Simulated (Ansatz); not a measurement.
**WS2: tensor shear ε_yz = +2.16 %**

Base system: WS$_{2}$ in the 2H-MoS2 type structure (space group P6_3/mmc, No. 194; a = 3.115 Å, c = 11.773 Å; layered, stacked along the Cartesian z axis). Axes: x lies along a and z along c of the hexagonal cell.

Modification: tensor shear ε_yz = +2.16 % (engineering shear γ = 0.0432), atoms relaxed at fixed cell.

Level of theory: Ansatz (an electronic-structure program) PBEsol-D3(BJ), scalar-relativistic without spin-orbit coupling, earlier PAW set. k-mesh 12×12×3 (Γ-centred); smearing 0.05 eV (Fermi–Dirac).

The volume per atom stays essentially unchanged (16.49 Å³ against 16.48 Å³) and the shortest interatomic distance drops by 0.004 Å (2.389 Å → 2.385 Å). The energy increases by 3.2 meV/atom and the pressure (mean of the normal stresses, compression positive) goes from zero to 0.21 GPa. The band gap drops by 0.014 eV, from 0.66 eV to 0.64 eV and the gap character amounts to indirect, Γ → Γ–C (56 % along). The smallest direct gap remains 1.92 eV and the electron mass goes from 0.39 mₑ along c, 0.46 mₑ across (off the special points) to 0.45 mₑ along x, 0.48 mₑ along y, 0.38 mₑ along z (off the special points). The hole mass changes from 0.96 mₑ along c, 0.46 mₑ across (at Γ) to 0.94 mₑ along z, 0.46 mₑ across (at Γ) and the valence-band top at Γ (three highest levels, from the VBM) changes from 0.00, -1.26, -1.60 eV to 0.00, -1.27, -1.62 eV. The largest internal atomic displacement is 0.094 Å and the stress (xx, yy, zz, yz, xz, xy; compression positive) amounts to (0.19, 0.06, 0.39, -1.33, 0.00, 0.00) GPa.

Spin-orbit coupling, missing from the scalar runs, can matter with W. The cells carry an imposed strain or load. Masses are band curvatures over ±0.01 Å⁻¹ around the edge. Whether these cells are dynamically stable was not tested. k-point labels follow each cell's own Brillouin zone.
